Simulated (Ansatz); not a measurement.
## Sn4Pt, response to strain

Start from Sn₄Pt (space group Ccce, No. 68; a = 6.424 Å, b = 11.406 Å, c = 6.409 Å). Axes: x, y, z lie along a, b, c of the conventional cell.

Strains are applied to the cell and any free atomic positions relax; under biaxial strain the out-of-plane vector relaxes too.

Level of theory: PBEsol (Ansatz, a program for electronic structure; PAW; 420 eV plane waves; no SOC).

Notes on the quantities. pressure: mean of the normal stresses, compression positive.

```json
[
 {"change": "base", "pressure": "0.0 GPa", "volume per atom": "23.48 Å³"},
 {"change": "biaxial strain −1.98 %, plane normal [001], relaxed out of plane", "pressure": "(withheld)", "volume per atom": "(withheld)"},
 {"change": "isotropic strain +2.06 %", "pressure": "-3.7 GPa", "volume per atom": "24.96 Å³"},
 {"change": "uniaxial strain ε_yy = +2.32 %", "pressure": "-1.5 GPa", "volume per atom": "24.03 Å³"},
 {"change": "tensor shear ε_xz = +2.32 %", "pressure": "0.2 GPa", "volume per atom": "23.47 Å³"}
]
```

Question: What belongs in the blanks?

Answer: 
- biaxial strain −1.98 %, plane normal [001], relaxed out of plane, pressure: 2.2 GPa
- biaxial strain −1.98 %, plane normal [001], relaxed out of plane, volume per atom: 22.84 Å³

Without a gap, meshes like the base's 9×9×8 leave anisotropic stresses uncertain by several tenths of a GPa, and small strain energies with them. Whether these cells are dynamically stable was not tested. All final runs are without spin polarisation.
